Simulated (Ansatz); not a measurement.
## A computed series for ZrSi: response to strain

The parent structure is ZrSi (space group Cmcm, No. 63; relaxed with 0.1 eV smearing).

```xyz
4
Lattice="1.8659 -4.9399 0.0000 1.8659 4.9399 0.0000 0.0000 0.0000 3.7421" Properties=species:S:1:pos:R:3 pbc="T T T"
Zr     1.8659    -1.4342     0.9355
Zr     1.8659     1.4342     2.8066
Si     1.8659    -4.1636     0.9355
Si     1.8659     4.1636     2.8066
```

Cartesian axes are those of the cell as printed.

Strains are applied to the cell and any free atomic positions relax; under stress the whole cell relaxes.

Computed with Ansatz (a first-principles code), PBEsol, PAW, cutoff 420 eV, scalar-relativistic without spin-orbit coupling.

Notes on the quantities. energy relative to the base: free energy F.

```tsv
case	energy relative to the base	shortest interatomic distance
base	0 meV/atom	4.595 bohr
isotropic strain −4.96 %	+0.213 eV/atom	4.357 bohr
uniaxial strain ε_zz = −1.52 %	+3.4 meV/atom	4.558 bohr
uniaxial stress, 2 GPa tension along x	+1.3 meV/atom	4.590 bohr
uniaxial stress, 5 GPa compression along x	+7.5 meV/atom	4.609 bohr
```

Beyond what the load breaks, stability against distortions was not tested. The final runs are not spin-polarised.
